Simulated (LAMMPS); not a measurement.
Consider a melt made from Fe (bcc), 2000 atoms, at 2350 K and 0 GPa, brought to that temperature within a few picoseconds in molecular dynamics.

All values are model results, not measurements: classical MD, pair style meam, file library.meam (library.meam-Fe) (LAMMPS).

```yaml
state_found: liquid
density: 6.205 ± 0.003 g/cm³
volume_per_atom: 14.946 ± 0.007 Å³/atom
enthalpy_per_atom: -3.5260 ± 0.0010 eV/atom
first peak of g(r): 2.46 Å, height 2.5
coordination_number: 8.7 (counted to 3.14 Å)
most common Fe-Fe-Fe angle: at the 3° bin centred on 58.5°, after smoothing over three bins (mean of all 98°)
self-diffusion coefficient of Fe (not corrected for cell size): (7.5 ± 0.1) × 10^-5 cm²/s
mean frequency of the vibrational (phonon) density of states: 6.1 THz
cost: about 11 core-minutes (a rough figure)
```

Potential: file library.meam of the LAMMPS distribution; its header cites Baskes, Phys Rev B, 46, 2727-2742 (1992).

Caution: the potential MEAM library.meam-Fe is a first-neighbour MEAM set with a 4 Å cutoff, used here without a parameter file and away from the static properties it was fitted to.

States go by the mean squared displacement: a species diffuses where it passes 1.5 Å², still rises and gives D over 1e-6 cm²/s; a crystal has left its structure where atoms lie 0.35 Å off their sites on average or a cubic box changes its shape by 3 %, or the axial ratios of another lie 8 % off the starting cell's, which the potential's own relaxation can also do.

Errors of D are the spread over four groups of atoms in one short run; a floor of about 5 %, a picked value, is safer.

Errors shown are sampling errors alone.

| frequency (THz) | vibrational (phonon) density of states (1/THz) |
|---|---|
| 0.1305 | 0.0810 |
| 0.6525 | 0.0815 |
| 1.175 | 0.0807 |
| 1.698 | 0.0827 |
| 2.220 | 0.0849 |
| 2.742 | 0.0859 |
| 3.264 | 0.0865 |
| 3.787 | 0.0879 |
| 4.309 | 0.0892 |
| 4.831 | 0.0924 |
| 5.353 | 0.0961 |
| 5.875 | 0.0991 |
| 6.397 | 0.0999 |
| 6.919 | 0.1002 |
| 7.441 | 0.0990 |
| 7.963 | 0.0962 |
| 8.486 | 0.0885 |
| 9.008 | 0.0757 |
| 9.530 | 0.0635 |
| 10.05 | 0.0497 |
| 10.57 | 0.0386 |
| 11.10 | 0.0302 |
| 11.62 | 0.0241 |
| 12.14 | 0.0191 |
| 12.66 | 0.0151 |
| 13.19 | 0.0122 |
| 13.71 | 0.0102 |
| 14.23 | 0.0083 |
| 14.75 | 0.0069 |
| 15.28 | 0.0059 |
| 15.80 | 0.0050 |
| 16.32 | 0.0042 |
| 16.84 | 0.0037 |
| 17.36 | 0.0031 |
| 17.89 | 0.0028 |
| 18.41 | 0.0024 |
| 18.93 | 0.0021 |
| 19.45 | 0.0019 |
| 19.98 | 0.0017 |
| 20.50 | 0.0015 |
| 21.02 | 0.0013 |
| 21.54 | 0.0012 |
| 22.06 | 0.0011 |
| 22.59 | 0.0010 |
| 23.11 | 0.0009 |
| 23.63 | 0.0008 |
| 24.15 | 0.0007 |
| 24.68 | 0.0006 |
| 25.20 | 0.0006 |
| 25.72 | 0.0005 |
